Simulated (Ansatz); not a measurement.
# Response to strain in CdTe

Take CdTe in the zinc blende structure (space group F-43m, No. 216; a = 6.4086 Å) as the base. Axes: x, y, z lie along the cube axes.

Strains are applied to the cell and any free atomic positions relax; under biaxial strain the out-of-plane vector relaxes too.

Method: Ansatz (a program for electronic structure) LDA, no SOC.

Notes on the quantities. energy relative to the base: free energy F.

```json
[
 {"change": "base", "out-of-plane strain": "–", "electron mass": "0.050 mₑ (at Γ)", "energy relative to the base": "0 meV/atom"},
 {"change": "biaxial strain −3.00 %, plane normal [001], relaxed out of plane", "out-of-plane strain": "+4.02 %", "electron mass": "0.061 mₑ out of plane, 0.049 mₑ in plane (at Γ)", "energy relative to the base": "+8.6 meV/atom"},
 {"change": "biaxial strain −2.50 %, plane normal [001], relaxed out of plane", "out-of-plane strain": "+3.37 %", "electron mass": "0.059 mₑ out of plane, 0.049 mₑ in plane (at Γ)", "energy relative to the base": "+5.9 meV/atom"},
 {"change": "biaxial strain −2.00 %, plane normal [001], relaxed out of plane", "out-of-plane strain": "+2.71 %", "electron mass": "0.058 mₑ out of plane, 0.050 mₑ in plane (at Γ)", "energy relative to the base": "+3.7 meV/atom"},
 {"change": "biaxial strain −1.50 %, plane normal [001], relaxed out of plane", "out-of-plane strain": "+2.03 %", "electron mass": "0.056 mₑ out of plane, 0.050 mₑ in plane (at Γ)", "energy relative to the base": "+2.1 meV/atom"},
 {"change": "biaxial strain −0.50 %, plane normal [001], relaxed out of plane", "out-of-plane strain": "+0.70 %", "electron mass": "–", "energy relative to the base": "+0.2 meV/atom"},
 {"change": "biaxial strain +0.50 %, plane normal [001], relaxed out of plane", "out-of-plane strain": "-0.68 %", "electron mass": "–", "energy relative to the base": "+0.2 meV/atom"},
 {"change": "biaxial strain +1.00 %, plane normal [001], relaxed out of plane", "out-of-plane strain": "…", "electron mass": "…", "energy relative to the base": "…"},
 {"change": "biaxial strain +2.50 %, plane normal [001], relaxed out of plane", "out-of-plane strain": "-3.51 %", "electron mass": "0.041 mₑ out of plane, 0.050 mₑ in plane (at Γ)", "energy relative to the base": "+5.3 meV/atom"},
 {"change": "biaxial strain +3.00 %, plane normal [001], relaxed out of plane", "out-of-plane strain": "-4.24 %", "electron mass": "0.038 mₑ out of plane, 0.050 mₑ in plane (at Γ)", "energy relative to the base": "+7.6 meV/atom"}
]
```

What belongs in the blanks?


- biaxial strain +1.00 %, plane normal [001], relaxed out of plane, out-of-plane strain: -1.38 %
- biaxial strain +1.00 %, plane normal [001], relaxed out of plane, electron mass: 0.047 mₑ out of plane, 0.051 mₑ in plane (at Γ)
- biaxial strain +1.00 %, plane normal [001], relaxed out of plane, energy relative to the base: +0.9 meV/atom

With Te present, leaving out spin-orbit coupling can change the band edges. The levels and masses belong to the bands next to the band gap. Effective masses come from finite differences of ±0.01 Å⁻¹. Stability against distortions was not tested.
